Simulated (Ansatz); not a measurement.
Consider Ni in the fcc (Cu type) structure (space group Fm-3m, No. 225; a = 3.519 Å; ferromagnetic).

Computed with Kohn–Sham DFT with the PBE functional, run in Ansatz (an electronic-structure program) with PAW and 420 eV plane waves, no spin-orbit coupling, earlier PAW set.

Before the change:

- Largest site moment: 0.67 μB
- Shortest interatomic distance: 2.488 Å
- Magnetic state: ferromagnetic

It is then changed as follows: cell and atoms relaxed at a pressure of 1.8 GPa.

Question: Estimate the effect on the largest site moment, shortest interatomic distance and magnetic state.

Answer: The largest site moment hardly moves (0.67 μB against 0.66 μB); the shortest interatomic distance decreases by 0.007 Å, from 2.488 Å to 2.481 Å; the magnetic state is still ferromagnetic.

Other magnetic orders, which the real material may have, were not ruled out. Load acts through the strain it causes; cell and atoms are relaxed under it. Whether these cells are dynamically stable was not tested.
